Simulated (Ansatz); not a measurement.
The starting structures come from a database of crystals and need not be the phases stable at ambient conditions.

```xyz
7
Lattice="6.2185 0.0000 0.0000 0.0000 6.2185 0.0000 3.1093 -3.1093 5.9553" Properties=species:S:1:pos:R:3 pbc="T T T"
Cd     0.0000     0.0000     0.0000
Ga     6.2185     3.1093     2.9776
Ga     3.1093     3.1093     0.0000
Te     7.7409     1.4100     4.3209
Te     4.5193     1.5869     1.6344
Te     4.6962    -1.4100     4.3209
Te     1.6992     4.6316     1.6344
```

Space group of this cell: I-4. The cell is taken as given.

Transport runs along the normal of the first two printed cell vectors, the (001) plane of the conventional cell.

No gap correction and no spin-orbit coupling; mid-gap values are interpolated between computed energies.

Problem. State the band gap and the smallest decay constant κ at mid-gap according to r2SCAN in Ansatz (a quantum-chemistry and plane-wave program).

Solution. Gap 1.59 eV on a 6×6×6 mesh; κ = 0.140 1/Å, at the zone centre.
